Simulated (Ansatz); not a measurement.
Consider the following.

```xyz
12
Lattice="5.1566 0.0000 0.0000 0.0000 4.9265 0.0000 0.0000 0.0000 4.6466" Properties=species:S:1:pos:R:3 pbc="T T T"
Zr     0.1596     1.3151     0.9391
Zr     4.9969     3.6114     3.2624
Zr     2.7379     3.6114     0.9391
Zr     2.4186     1.3151     3.2624
O      2.1003     0.5705     0.9377
O      3.0563     4.3559     3.2610
O      4.6786     4.3559     0.9377
O      0.4780     0.5705     3.2610
O      1.2891     2.7133    -0.2226
O      3.8675     2.2132     2.1007
O      3.8674     2.2132    -0.2226
O      1.2892     2.7133     2.1007
```

No spin polarisation.

Level of theory: r2SCAN (Ansatz, a first-principles code, PAW, no spin-orbit coupling). Γ-centred 5×5×5 mesh, Fermi–Dirac width 0.05 eV.

Task: Predict the gap character, width of the top valence band and band gap.

Result: Gap character: direct at Y
Width of the top valence band: 1.37 eV
Band gap: 3.90 eV

Load acts through the strain it causes; cell and atoms are relaxed under it. Stability against distortions was not tested. Competing high-pressure phases were not computed. Along this pressure series the structure jumps between pressure 15 GPa and pressure 30 GPa; cells beyond that are another form of it. The cell was made from ZrO2 (space group Pca2_1, No. 29) by this change: pressure 30 GPa. This is not the structure that ZrO2 has at room temperature and ambient pressure.
